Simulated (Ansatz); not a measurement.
# FeS2, pressure series

The reference is FeS2 (space group Pnnm, No. 58; a = 4.439 Å, b = 5.409 Å, c = 3.390 Å; non-magnetic).

Cell and atoms are relaxed at each pressure.

Method: plane-wave PAW DFT at the PBE level (Ansatz, a program for electronic structure, 420 eV), scalar-relativistic without spin-orbit coupling.

Candidates:
(a) pressure 75 GPa
(b) pressure −1 GPa
(c) pressure 30 GPa
(d) pressure 3 GPa
(e) pressure 7 GPa

For the base:

| Item | Result |
|---|---|
| Band gap | 0.88 eV |

Question: Order them by band gap, lowest first.

Answer: (b) pressure −1 GPa (0.87 eV), (d) pressure 3 GPa (0.92 eV), (e) pressure 7 GPa (0.97 eV), (a) pressure 75 GPa (1.07 eV), (c) pressure 30 GPa (1.16 eV)

Load acts through the strain it causes; cell and atoms are relaxed under it. Stability against distortions was not tested. No other phases were tried under pressure. Seeded moments were not kept for the base. All final runs are without spin polarisation.
